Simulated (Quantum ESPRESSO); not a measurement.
Quantum ESPRESSO run on Zn13Co (C2/m, 14 atoms in the cell): self-consistent single point.

Level of theory: PBEsol, PseudoDojo standard norm-conserving (PBESOL) pseudopotentials (plane waves; Quantum ESPRESSO 7.5).

```yaml
crystal:
  lattice:
    - [5.39476, -3.79090, 0.00000]
    - [5.39476, 3.79090, 0.00000]
    - [-1.01094, 0.00000, 5.01777]
  atoms:
    - { symbol: Zn, position: [0.00000, 0.00000, 0.00000] }
    - { symbol: Zn, position: [0.61342, 0.61342, 0.93374] }
    - { symbol: Zn, position: [0.38658, 0.38658, 0.06626] }
    - { symbol: Zn, position: [0.22177, 0.22177, 0.37047] }
    - { symbol: Zn, position: [0.77823, 0.77823, 0.62953] }
    - { symbol: Zn, position: [0.37117, 0.78197, 0.31828] }
    - { symbol: Zn, position: [0.62883, 0.21803, 0.68172] }
    - { symbol: Zn, position: [0.21803, 0.62883, 0.68172] }
    - { symbol: Zn, position: [0.78197, 0.37117, 0.31828] }
    - { symbol: Zn, position: [0.35628, 0.99642, 0.79905] }
    - { symbol: Zn, position: [0.64372, 0.00358, 0.20095] }
    - { symbol: Zn, position: [0.00358, 0.64372, 0.20095] }
    - { symbol: Zn, position: [0.99642, 0.35628, 0.79905] }
    - { symbol: Co, position: [0.00000, 0.00000, 0.50000] }
```

Reference input (self-consistent single point, DFT, PBEsol, plane waves, PSlibrary ultrasoft (PBE) pseudopotentials): ecutwfc = 50 Ry; ecutrho = 300 Ry; occupations = smearing; smearing = marzari-vanderbilt; degauss = 0.0036749 Ry; input_dft = pbesol; potentials = {Zn: Zn.pbe-dn-rrkjus_psl.1.0.0.UPF, Co: Co.pbe-n-rrkjus_psl.1.0.0.UPF}; K_POINTS = automatic 3 3 4 1 1 1; conv_thr = 1e-10 Ry; mixing_beta = 0.7. This run's input differs from it in these lines:

```diff
@@ -12,4 +12,3 @@
  ntyp = 2
- ecutwfc = 50
- ecutrho = 300
+ ecutwfc = 100
  occupations = 'smearing'
@@ -17,3 +16,2 @@
  degauss = 0.0036749
- input_dft = 'pbesol'
 /
@@ -24,4 +22,4 @@
 ATOMIC_SPECIES
-Zn    65.3800  Zn.pbe-dn-rrkjus_psl.1.0.0.UPF
-Co    58.9332  Co.pbe-n-rrkjus_psl.1.0.0.UPF
+Zn    65.3800  Zn.upf
+Co    58.9332  Co.upf
 CELL_PARAMETERS angstrom
```

Output (repeated stretches shortened):

```
     Self-consistent Calculation

     iteration #  1     ecut=   100.00 Ry     beta= 0.70

     total energy              =   -5734.58141563 Ry
     estimated scf accuracy    <       4.05156083 Ry

     iteration #  2     ecut=   100.00 Ry     beta= 0.70

     total energy              =   -5735.23708196 Ry
     estimated scf accuracy    <      64.73401889 Ry

     iteration #  3     ecut=   100.00 Ry     beta= 0.70

     total energy              =   -5737.33061323 Ry
     estimated scf accuracy    <       2.69485225 Ry

   [... 10 blocks of this kind left out ...]

     iteration # 14     ecut=   100.00 Ry     beta= 0.70

     total energy              =   -5737.54030456 Ry
     estimated scf accuracy    <          2.2E-10 Ry

     iteration # 15     ecut=   100.00 Ry     beta= 0.70
     End of self-consistent calculation

   [... 18 lines left out ...]

   [... 18 lines left out ...]

     the Fermi energy is    15.2463 ev

!    total energy              =   -5737.54030456 Ry
     estimated scf accuracy    <          2.1E-11 Ry
     smearing contrib. (-TS)   =      -0.00028409 Ry
     internal energy E=F+TS    =   -5737.54002047 Ry

     convergence has been achieved in  15 iterations

     Forces acting on atoms (cartesian axes, Ry/au):

     atom    1 type  1   force =     0.00000000    0.00000000    0.00000000
     atom    2 type  1   force =     0.00113208   -0.00000000    0.00179615
     atom    3 type  1   force =    -0.00113208   -0.00000000   -0.00179615
     atom    4 type  1   force =    -0.00189469    0.00000000    0.00215497
   [... lines left out ...]

     Total force =     0.007656     Total SCF correction =     0.000050

          total   stress  (Ry/bohr**3)                   (kbar)     P=      -67.59
  -0.00048958   0.00000000   0.00005545          -72.02        0.00        8.16
   0.00000000  -0.00048222   0.00000000            0.00      -70.94        0.00
   0.00005545   0.00000000  -0.00040666            8.16        0.00      -59.82

   JOB DONE.
```

The run converged in 15 iterations. Against the reference run the pressure goes from -9.04 to -6.76 GPa and the largest force hardly changes (0.073 to 0.074 eV/Å).

The starting cell comes from a database of computed structures (which also holds hypothetical and non-ambient phases and stackings), without a prior relaxation at this level. Its lattice was rescaled by a random factor within 2.5 % of one. Spin polarisation is off. With a pressure of about -7 GPa the cell is away from its equilibrium volume at this level.

Cost on one core of a shared machine: roughly 20 min.
